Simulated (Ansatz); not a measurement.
An Ansatz (a program for electronic structure) run: Au with a change (uniaxial strain ε_zz = +4.96 %); PBEsol, PAW, 420 eV (Ansatz; no SOC), earlier PAW set.

Input:

Ansatz 0.2 input:
```yaml
crystal:
  lattice:
    - [0, 2.0414286568, 2.1426835181]
    - [2.0414286568, 0, 2.1426835181]
    - [2.0414286568, 2.0414286568, 0]
  atoms:
    - { symbol: Au, position: [0, 0, 0] }
basis: { ecutwfc: 420, ecutrho_ratio: 4, xc_grid: 2, fft_grid_basis: typed }
kpoints: { mp_grid: { grid: [28, 28, 28] } }
hamiltonian:
  xc: pbesol
  dispersion: none
  pseudopotentials: { azcp: { folder: ./paw }, kind: paw }
scf: { occupations: { method: fermi_dirac, width: 0.1 }, convergence: { dr2_threshold: 0.0000000001 } }
relax: { f_tol: 0.005, max_steps: 50 }
output: { forces: true, stress: true }
checkpoint: { write: state.ck, write_every: 1000 }
```

Output (explanatory and most iteration lines left out):

```
Relaxation: its limit of steps is 50 (relax.max_steps)
Pseudopotential: Au, paw, valence charge 19
Crystal: 1 atoms, lattice volume = 17.859 Å³
Basis set: ecut = 420 eV, 347 PW (Γ), exchange–correlation on 40×40×40 points (8 copies of the dense FFT grid, shifted against one another)
Bands: 14, of which v1, the nominal top of the filled ones, is band 10 counted from 1 (9 counted from 0)
Symmetry: 16 space group operations
Space group: I4/mmm (ITA 139), of the structure as read, at distance tolerance 2.6e-5 Å
k-points: 1639 of 21952
Functional: x = pbesol(κ = 0.804, μ = 0.12345679012345678), c = pbesol(β = 0.046)
SCF iter   1: F=—  HF=-13009.146197 eV  |F-HF|=—  |Δ(HF+E_count)|=         —  Δρ=7.27e-2  dr2=1.07e0  ethr=3.10e-3  ⟨swp⟩=4.1  Hψ=111103  notcnv=0
SCF iter   2: F=—  HF=-13008.880639 eV  |F-HF|=—  |Δ(HF+E_count)|=   2.66e-1  Δρ=3.19e-2  dr2=2.01e-1  ethr=3.10e-3  ⟨swp⟩=2.0  Hψ=43051  notcnv=0  defer=147
SCF 1 converged in 7 iterations: F = -13008.823532 eV  dr2 = 9.03e-12
relax step   1: F+E_penalty+E_count = -13008.82353229 eV  Δ(F+E_penalty+E_count) = +0.000e0 eV  max|allowed force component| = 0.000e0 eV/Å  Δτ_max = 0.0000 Å  (7 SCF iters, accepted)
SCF converged after 7 iterations
Free energy (F): -13008.823532 eV
Internal energy: -13008.813881 eV  (E = F + TS)
E sigma→0 (E₀):  -13008.818707 eV
Entropy (-TS):   -0.009651 eV (-9.651 meV/atom)
Fermi energy:    19.116196 eV
--- Forces (eV/Å), atoms counted from 1 ---
  atom   1  Au     0.00000000     0.00000000     0.00000000
--- Stress (GPa, compression-positive) ---
       -6.799720       0.000000       0.000000
        0.000000      -6.799720       0.000000
        0.000000       0.000000      -8.162801
  P = ⅓ Tr σ = -7.2541 GPa (-72.541 kbar)
--- Relaxed structure (1 steps of the walk, 1 accepted, 0 SCFs on fresh bases) ---
  atoms:
    - { symbol: Au, position: [0.0, 0.0, 0.0] }
```

Whether these cells are dynamically stable was not tested. The cell was made from Au in the fcc (Cu type) structure (space group Fm-3m, No. 225) by this change: uniaxial strain ε_zz = +4.96 %.
